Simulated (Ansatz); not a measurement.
Base system: WC (space group P-6m2, No. 187; a = 2.913 Å, c = 2.835 Å; relaxed with 0.1 eV smearing).

Level of theory: r2SCAN in Ansatz (plane waves to 500 eV, PAW, without spin-orbit coupling).

Before the change:

```
Quantity    Value
--------  -------
Pressure  0.0 GPa
```

Perturbation: the cell is scaled by 1.0547 in all directions; the atoms relax in the strained cell.

Question: Estimate the effect on the pressure.

Answer: The pressure (mean of the normal stresses, compression positive) goes from zero to -46.0 GPa.

Question: What happens to the energy relative to the base?

Answer: The energy rises by 0.298 eV/atom.

Whether these cells are dynamically stable was not tested. All final runs are without spin polarisation.

Ansatz is a quantum-chemistry and plane-wave program.
